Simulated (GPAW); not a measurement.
## GPAW run on SiHg3 (I4/mmm, 4 atoms in the cell): self-consistent single point

Computed with LDA (Perdew-Wang 92), GPAW PAW datasets LDA (gpaw-data 1.0.1) (plane waves; GPAW 25.7.0).

This input was run:

```python
from ase import Atoms
from ase.units import GPa
from gpaw import GPAW

atoms = Atoms(['Si', 'Hg', 'Hg', 'Hg'],
              cell=[[-2.158250, 2.158250, 4.975200],
                    [2.158250, -2.158250, 4.975200],
                    [2.158250, 2.158250, -4.975200]],
              scaled_positions=[[0.000000, 0.000000, 0.000000],
                                [0.750000, 0.250000, 0.500000],
                                [0.250000, 0.750000, 0.500000],
                                [0.500000, 0.500000, 0.000000]],
              pbc=True)

calc = GPAW(mode={'name': 'pw', 'ecut': 600},
            xc='LDA',
            kpts={'size': (6, 6, 6), 'gamma': True},
            occupations={'name': 'methfessel-paxton', 'width': 0.136, 'order': 0},
            nbands=-10,
            convergence={'density': 1e-05},
            symmetry={'symmorphic': False, 'tolerance': 0.0005},
            maxiter=150)

atoms.calc = calc

energy = atoms.get_potential_energy()
print('Energy (eV):', round(energy, 6))
forces = atoms.get_forces()
print('Forces (eV/Ang):')
print(forces.round(5))
stress = atoms.get_stress()
print('Stress (GPa, Voigt):', (stress / GPa).round(4))
```

The program printed (abridged):

```
Input parameters:
  convergence: {density: 1e-05}
  kpts: {gamma: True,
         size: (6, 6, 6)}
  maxiter: 150
  mode: {ecut: 600,
         name: pw}
  nbands: -10
  occupations: {name: methfessel-paxton,
                order: 0,
                width: 0.136}
  symmetry: {symmorphic: False,
             tolerance: 0.0005}

species:
  Si:
    name: Silicon
    Z: 14.0
    valence: 4
    core: 10
    charge: 0.0
    file: Si.LDA.gz

    # Using partial waves for Si as LCAO basis

  Hg:
    name: Mercury
    Z: 80.0
    valence: 18
    core: 62
    charge: 0.0
    file: Hg.LDA.gz

    # Using partial waves for Hg as LCAO basis

Reference energy: -1606453.596421  # eV

Spin-paired calculation

Convergence criteria:
 Maximum [total energy] change in last 3 cyles: 0.0005 eV / valence electron
 Maximum integral of absolute [dens]ity change: 1e-05 electrons / valence electron
 Maximum integral of absolute [eigenst]ate change: 4e-08 eV^2 / valence electron
 Maximum number of scf [iter]ations: 150

Symmetries present (total): 16
Symmetries with fractional translations: 0
216 k-points: 6 x 6 x 6 Monkhorst-Pack grid + [1/12,1/12,1/12]
30 k-points in the irreducible part of the Brillouin zone
       k-points in crystal coordinates                weights
   0:     0.00000000    0.00000000    0.00000000          1/216
   1:     0.16666667   -0.16666667    0.00000000          4/216
   2:     0.16666667   -0.16666667    0.16666667          4/216
   [... 7 lines left out ...]
          ...
  29:     0.50000000    0.50000000    0.50000000          1/216

Wave functions: Plane wave expansion
  Cutoff energy: 600.000 eV
  Number of coefficients (min, max): 3072, 3132
  Pulay-stress correction: 0.000000 eV/Ang^3 (de/decut=0.000000)

Occupation numbers: Methfessel-Paxton:
  width: 0.1360  # eV
  order: 0

Eigensolver

Densities:
  Coarse grid: 35*35*35 grid
  Fine grid: 70*70*70 grid
  Total Charge: 0.000000

Density mixing:
  Method: separate
  Backend: pulay
  Linear mixing parameter: 0.05
  old densities: 5
  Damping of long wavelength oscillations: 50

Hamiltonian:
  XC and Coulomb potentials evaluated on a 70*70*70 grid
  External potential:
    NoExternalPotential

Number of atoms: 4
Number of atomic orbitals: 40
Number of bands in calculation: 39
Number of valence electrons: 58
Bands to converge: occupied

Density initialized from atomic densities
  39 bands from LCAO basis set

Atomic positions and initial magnetic moments

Positions:
   0 Si     0.000000    0.000000    0.000000    ( 0.0000,  0.0000,  0.0000)
   1 Hg     0.000000    2.158250    2.487600    ( 0.0000,  0.0000,  0.0000)
   2 Hg     2.158250    0.000000    2.487600    ( 0.0000,  0.0000,  0.0000)
   3 Hg     0.000000    0.000000    4.975200    ( 0.0000,  0.0000,  0.0000)

Unit cell:
           periodic     x           y           z      points  spacing
  1. axis:    yes   -2.158250    2.158250    4.975200    35     0.1131
  2. axis:    yes    2.158250   -2.158250    4.975200    35     0.1131
  3. axis:    yes    2.158250    2.158250   -4.975200    35     0.0872

  Lengths:   5.836840   5.836840   5.836840
  Angles:  136.597943 136.597943  63.057248

Effective grid spacing dv^(1/3) = 0.1293

     iter     time        total  log10-change:
                         energy   eigst   dens
iter:   1 --:--:--    -9.870950
iter:   2 --:--:--    -9.831471   -1.03  -1.52
iter:   3 --:--:--    -9.752723   -1.55  -1.56
iter:   4 --:--:--    -9.708710   -2.60  -1.96
iter:   5 --:--:--    -9.699775   -2.52  -2.01
iter:   6 --:--:--    -9.695428c  -3.62  -2.43
iter:   7 --:--:--    -9.689492c  -3.62  -2.48
iter:   8 --:--:--    -9.685172c  -3.72  -2.70
iter:   9 --:--:--    -9.685287c  -4.98  -3.04
iter:  10 --:--:--    -9.685332c  -5.33  -3.01
iter:  11 --:--:--    -9.685445c  -5.60  -2.99
   [... 5 lines left out ...]
iter:  17 --:--:--    -9.685759c  -5.68  -3.46
iter:  18 --:--:--    -9.685756c  -6.84  -3.91
iter:  19 --:--:--    -9.685746c  -6.86  -3.98
iter:  20 --:--:--    -9.685744c  -6.95  -4.07
iter:  21 --:--:--    -9.685742c  -7.17  -4.25
iter:  22 --:--:--    -9.685738c  -7.47c -4.37
iter:  23 --:--:--    -9.685738c  -8.40c -4.56
iter:  24 --:--:--    -9.685739c  -7.87c -4.60
iter:  25 --:--:--    -9.685739c  -9.08c -4.81
iter:  26 --:--:--    -9.685739c  -8.40c -4.85
iter:  27 --:--:--    -9.685739c  -9.37c -5.02c

Converged after 27 iterations.

Dipole moment: (-0.000000, 0.000000, -0.000000) |e|*Ang

Energy contributions relative to reference atoms: (reference = -1606453.596421)

Kinetic:        +46.305230
Potential:      -34.768026
External:        +0.000000
XC:             -14.682225
Entropy (-ST):   -0.008970
Local:           -6.536233
SIC:             +0.000000
--------------------------
Free energy:     -9.690224
Extrapolated:    -9.685739

Showing only first 2 kpts
 Kpt  Band  Eigenvalues  Occupancy
  0    27      5.61703    2.00000
  0    28      6.49781    0.07606
  0    29      6.49781    0.07606
  0    30      7.73318    0.00000

  1    27      4.97102    2.00000
  1    28      5.51714    2.00000
  1    29      5.67187    2.00000
  1    30      6.85358    0.00000

Fermi level: 6.32720

No gap
No difference between direct/indirect transitions
Energy (eV): -9.685739

Forces in eV/Ang:
  0 Si    0.00000    0.00000    0.00000
  1 Hg    0.00000    0.00000    0.00000
  2 Hg   -0.00000   -0.00000    0.00000
  3 Hg   -0.00000   -0.00000    0.00000

Stress tensor:
     0.036685     0.000000    -0.000000
     0.000000     0.036685     0.000000
    -0.000000     0.000000     0.039565
Stress (GPa, Voigt): [ 5.8776  5.8776  6.3391  0.     -0.      0.    ]
```

The run converged in 27 iterations. GPAW prints stress with tension positive.

The starting cell comes from a database of computed structures (which also holds hypothetical and non-ambient phases and stackings), without a prior relaxation at this level. Spin-orbit coupling is off. With a pressure of about -6 GPa the cell is away from its equilibrium volume at this level.

Cost on one core of a shared machine: roughly 3 min.
